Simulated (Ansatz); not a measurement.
**Pressure series in CaO**

Base system: CaO in the rock salt structure (space group Fm-3m, No. 225).

```
CaO
1.0
    0.00000     2.41539     2.41539
    2.41539     0.00000     2.41539
    2.41539     2.41539     0.00000
Ca O
1 1
Direct
  0.00000   0.00000   0.00000
  0.50000   0.50000   0.50000
```

Cell and atoms are relaxed at each pressure.

Computed with DFT with PBE, PAW potentials and a 420 eV plane-wave cutoff in Ansatz (a program for electronic structure), scalar-relativistic without spin-orbit coupling.

Notes on the quantities. enthalpy: H = E + PV relative to the base's energy; hole mass: degenerate bands, along [100].

```csv
change,lattice parameter a,enthalpy,hole mass
base,4.831 Å,–,"0.35, 2.9, 2.9 mₑ (at Γ)"
pressure −2 GPa,4.863 Å,-0.18 eV/atom,"0.36, 2.9, 2.9 mₑ (at Γ)"
pressure −1 GPa,___,-0.09 eV/atom,"0.35, 2.9, 2.9 mₑ (at Γ)"
pressure 0.9 GPa,4.817 Å,+0.08 eV/atom,"0.35, 2.9, 2.9 mₑ (at Γ)"
pressure 2.1 GPa,4.800 Å,+0.18 eV/atom,"0.35, 2.9, 2.9 mₑ (at Γ)"
pressure 4.5 GPa,4.768 Å,+0.39 eV/atom,"0.35, 2.8, 2.8 mₑ (at Γ)"
pressure 9 GPa,4.715 Å,+0.76 eV/atom,"0.34, 2.8, 2.8 mₑ (at Γ)"
pressure 15 GPa,4.654 Å,+1.24 eV/atom,"0.34, 2.8, 2.8 mₑ (at Γ)"
pressure 22.5 GPa,4.591 Å,+1.82 eV/atom,"0.33, 2.8, 2.8 mₑ (at Γ)"
pressure 30 GPa,4.536 Å,+2.38 eV/atom,"0.32, 2.8, 2.8 mₑ (at Γ)"
```

### Question
Complete the table.

### Answer

- pressure −1 GPa, lattice parameter a: 4.846 Å

The levels and masses belong to the bands next to the band gap. Load acts through the strain it causes; cell and atoms are relaxed under it. Effective masses come from finite differences of ±0.01 Å⁻¹. Stability against distortions was not tested. Competing high-pressure phases were not computed.
